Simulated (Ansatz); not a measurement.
Os: isotropic strain −1.50 %

The reference is Os in the hcp (Mg type) structure (space group P6_3/mmc, No. 194; a = 2.754 Å, c = 4.347 Å; relaxed with 0.1 eV smearing).

Now apply this change: the cell is scaled by 0.9850 in all directions; the atoms relax in the strained cell.

Method: Ansatz (an electronic-structure program) PBE, no SOC. k-mesh 24×24×13 (Γ-centred); smearing 0.1 eV (Fermi–Dirac).

```json
[
 {"quantity": "volume per atom", "base": "14.28 Å³", "changed": "13.65 Å³", "shift": "-0.63 Å³"},
 {"quantity": "space group", "base": "P6_3/mmc (No. 194)", "changed": "P6_3/mmc (No. 194)", "shift": "–"},
 {"quantity": "shortest interatomic distance", "base": "2.693 Å", "changed": "2.653 Å", "shift": "-0.040 Å"},
 {"quantity": "energy relative to the base (free energy F)", "base": "0 meV/atom", "changed": "+38 meV/atom", "shift": "+38 meV/atom"},
 {"quantity": "pressure (mean of the normal stresses, compression positive)", "base": "0.0 GPa", "changed": "20.1 GPa", "shift": "+20.1 GPa"},
 {"quantity": "band gap", "base": "zero", "changed": "zero", "shift": "–"}
]
```

Final structure:

```
CELL_PARAMETERS angstrom
      2.71302     0.00000     0.00000
     -1.35651     2.34954     0.00000
      0.00000     0.00000     4.28218
ATOMIC_POSITIONS crystal
  Os 0.66667 0.33333 0.75000
  Os 0.33333 0.66667 0.25000
```

No phonon test of stability was made. All final runs are without spin polarisation.
